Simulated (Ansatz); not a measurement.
**How the smallest direct gap on the k points sampled of Zr3N4 (R-3m, No. 166, 7 atoms in the cell; start mp-754353; another space group than a measured phase of this formula) moves with the method**

No measured value is used here.

```tsv
level (code)	value (eV)
LDA (Ansatz)	1.01
PBEsol (Ansatz)	1.03
PBEsol+SOC (Ansatz)	1.02
HSE06 (Ansatz)	1.98
HSE06+SOC (Ansatz)	1.97
PBE0 (Ansatz)	___
```

Complete the blanks.


- PBE0 (Ansatz, a quantum-chemistry and plane-wave program), value (eV): 2.66

At these levels the smallest gap is indirect and lower: HSE06 1.86, HSE06+SOC 1.87, PBE0 2.55 eV. Computed values are for a static lattice. Levels without +SOC have no spin–orbit coupling; where heavier elements are present it shifts gaps, mostly down, and can invert bands.  Values are at the PBEsol cell. Cutoffs and k meshes differ between the levels. Ansatz's density-functional and Hartree–Fock values are scalar-relativistic unless marked +SOC, with PAW data made under PBE.

A start named mp-… is a Materials Project structure, which need not be a measured phase.
